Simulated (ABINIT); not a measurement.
Worked example: self-consistent single point of Y2C (P1, 3 atoms in the cell) in ABINIT.

Method of the run: PBEsol, PAW (JTH v2.0 PBE PAW, files made for PBE) (plane waves; ABINIT).

The change in words: lattice scaled by 0.98. Reference geometry:
```yaml
crystal:
  lattice:
    - [1.81014, 1.04508, 6.11692]
    - [-1.81014, 1.04508, 6.11692]
    - [0.00000, -2.09016, 6.11692]
  atoms:
    - { symbol: Y, position: [0.77124, 0.73850, 0.71414] }
    - { symbol: Y, position: [0.27971, 0.25504, 0.24502] }
    - { symbol: C, position: [0.94905, 0.00647, 0.04084] }
```

Reference input (self-consistent single point, DFT, PBEsol, plane waves, PAW (JTH v2.0 PBE PAW, files made for PBE)): pseudos = [Y.GGA_PBE-JTH.xml, C.GGA_PBE-JTH.xml]; ecut = 42 Ry; pawecutdg = 84 Ry; pawxcdev = 0; ixc = -116133; occopt = 7; tsmear = 0.00999582 Ha; ngkpt = 6 6 6; nshiftk = 1; shiftk = 0 0 0; potentials = JTH v2.0 PBE PAW; nband = 18. This run's input differs from it in these lines:

```diff
@@ -3,7 +3,7 @@
 pseudos "Y.GGA_PBE-JTH.xml, C.GGA_PBE-JTH.xml"
-acell 6.4641729628 6.4641729628 6.4641729970 Angstrom
+acell 6.3348897966 6.3348897966 6.3348900629 Angstrom
 rprim
-         0.2800257682    0.1616729636    0.9462808367
-        -0.2800257682    0.1616729636    0.9462808367
-         0.0000000000   -0.3233459255    0.9462808317
+         0.2800257079    0.1616728993    0.9462808656
+        -0.2800257079    0.1616728993    0.9462808656
+         0.0000000000   -0.3233459428    0.9462808258
 natom 3
```

Log, with long lists cut:

```
--- !BeginCycle
solver: {iscf: 17, nstep: 50, nline: 4, wfoptalg: 10, }
tolerances: {tolvrs: 1.00E-12, }
...

     iter   Etot(hartree)      deltaE(h)  residm     nres2
 ETOT  1  -83.217365821643    -8.322E+01 1.877E-01 8.506E+01
 ETOT  2  -83.188103693729     2.926E-02 3.007E-02 3.390E+01
 ETOT  3  -83.164837389770     2.327E-02 5.759E-03 2.979E+00
 ETOT  4  -83.163139244702     1.698E-03 7.388E-03 1.892E-01
 ETOT  5  -83.162855773184     2.835E-04 1.792E-03 1.128E-02
   [... 7 lines left out ...]
 ETOT 13  -83.162856801845     2.089E-12 3.755E-05 2.164E-09
 ETOT 14  -83.162856801843     1.961E-12 4.656E-05 3.441E-11
 ETOT 15  -83.162856801844    -6.821E-13 1.515E-05 6.836E-12
 ETOT 16  -83.162856801844     2.842E-14 2.090E-05 8.495E-13
 At SCF step   16       nres2   =  8.50E-13 < tolvrs=  1.00E-12 =>converged.

 Cartesian components of stress tensor (hartree/bohr^3)
  sigma(1 1)= -9.75160984E-05  sigma(3 2)=  2.16349071E-05
  sigma(2 2)= -7.76854184E-05  sigma(3 1)= -6.14314685E-05
  sigma(3 3)= -1.25615963E-04  sigma(2 1)= -6.93104046E-06

 ----iterations are completed or convergence reached----

 reduced coordinates (array xred) for    3 atoms
       0.771238000000      0.738496000000      0.714143000000
       0.279709000000      0.255036000000      0.245016000000
       0.949053000000      0.006468000000      0.040840000000
 cartesian forces (eV/Angstrom) at end:
    1     -0.11912888516897    -0.65760641001936     0.30629918772553
    2     -0.71379304607870    -0.44933659862495    -0.53103465882476
   [... lines left out ...]
 Fermi (or HOMO) energy (hartree) =   0.29510   Average Vxc (hartree)=  -0.37815
 Fermi (or HOMO) energy (eV) =   8.03011   Average Vxc (eV)= -10.29002
   [... lines left out ...]
'-kT*entropy'       : -3.12957256702144E-03
total_energy        : -8.31628568538452E+01
total_energy_eV     : -2.26297642074421E+03
...

-Cartesian components of stress tensor (GPa)         [Pressure=  2.9501E+00 GPa]
- sigma(1 1)= -2.86902218E+00  sigma(3 2)=  6.36520836E-01
- sigma(2 2)= -2.28558353E+00  sigma(3 1)= -1.80737590E+00
- sigma(3 3)= -3.69574862E+00  sigma(2 1)= -2.03918216E-01

 Calculation completed.
```

The run converged in 16 iterations. Against the reference run the free energy goes up by 3.0 meV/atom, the pressure goes from -2.27 to 2.95 GPa and the largest force goes from 1.098 to 1.403 eV/Å.

The starting cell comes from a database of computed structures (which also holds hypothetical and non-ambient phases and stackings), without a prior relaxation at this level. Its atoms were displaced at random from the sites of space group no. 166. For this run, on top of that: lattice scaled by 0.98. The potentials were made for another functional than the one used. Forces in this geometry exceed 1 eV/Å.

Cost on one core of a shared machine: roughly 7 min.
